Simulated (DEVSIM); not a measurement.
Device: Ni/Al2O3/p-Si capacitor, at 250 K.

Layer 1 from the left is Al2O3, thickness (nm) 7.80. Layer 2 from the left is Si, thickness (nm) 720, Na (cm⁻³) 6.4e17.

Metal gate on the left, work function 5.1 eV. Fixed charge at the semiconductor interface -7.4e11 cm⁻² (in units of +e); interface traps 1e10 cm⁻² eV⁻¹, uniform in energy, neutral level at 0.5 of the gap above the valence band.

The device is made up for the run: typed textbook-type constants, with dimensions and the other settings drawn at random. Values at 300 K; Nc and Nv go as T^1.5, mobilities as T to minus their exponent, the gap by Varshni's rule with the affinity fixed.

Al2O3: gap (eV) 6.8, affinity (eV) 1.35, permittivity 9. Si: gap (eV) 1.124, affinity (eV) 4.05, permittivity 11.7, Nc (cm⁻³) 2.86e19, Nv (cm⁻³) 3.1e19, Varshni α (eV/K) 0.000473, Varshni β (K) 636.

Simulated with DEVSIM: 1D Poisson equation in equilibrium, Boltzmann statistics, complete ionisation; no quantum confinement or tunnelling. Metal contacts follow the ideal Schottky-Mott rule: no Fermi-level pinning, no interface dipoles.

**Question.** What does the simulation give for the flat-band voltage, the minimum of the low-frequency capacitance?

**Answer.** flat-band voltage 0.11 V; minimum of the low-frequency capacitance 0.203 μF/cm².
